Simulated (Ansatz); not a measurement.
BaTiNOF (model structure, Pmmm, No. 47, 5 atoms in the cell) was calculated with LDA in Ansatz (PAW).

Numerical settings: plane-wave cutoff 520 eV, 8×8×8 k mesh, Fermi–Dirac smearing 0.01 eV, no spin polarisation, scalar-relativistic PAW data made under PBE.

Cell (relaxed at this level):

Space group Pmmm (No. 47); a = 3.945 Å, b = 3.986 Å, c = 4.061 Å, α = β = γ = 90.00°

```tsv
atom	site	symmetry	x	y	z
Ba	1h	mmm	0.5000	0.5000	0.5000
Ti	1a	mmm	0.0000	0.0000	0.0000
N	1b	mmm	0.5000	0.0000	0.0000
F	1c	mmm	0.0000	0.0000	0.5000
O	1e	mmm	0.0000	0.5000	0.0000
```

Task: Predict the band gap and bulk modulus B0.

Result: 
band gap: 0.01 eV (under three smearing widths, so not firm)
bulk modulus B0: 163 GPa

Note: the bulk modulus is −V dP/dV from two relaxed cells at ±2 % in volume; the relaxation could raise the start's symmetry but not lower it, so the cell can be a saddle point.

Spin–orbit coupling is not included; it can close the smallest gap of 0.01 eV.

Computed values are for the static lattice.

A model structure was made by putting elements into a prototype or built by hand; it is no filed structure, need not be a known phase, and can be a saddle point held by its symmetry.

Ansatz is a quantum-chemistry and plane-wave program.
